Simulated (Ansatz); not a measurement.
Consider InPd in the CsCl type structure (space group Pm-3m, No. 221; a = 3.306 Å; relaxed with 0.1 eV smearing).

The values are results of PBE (Ansatz, a first-principles code; PAW; 420 eV plane waves; no spin-orbit coupling), not measurements.

Base values:

The pressure is 0.0 GPa.

Perturbation: every lattice vector is stretched by 1.00 %; the atoms relax in the strained cell.

Q: How does this affect the energy relative to the base?

A: The energy rises by 5.3 meV/atom.

Q: What happens to the pressure?

A: The pressure goes from zero to -3.0 GPa.

Stability against distortions was not tested. The final runs are not spin-polarised.
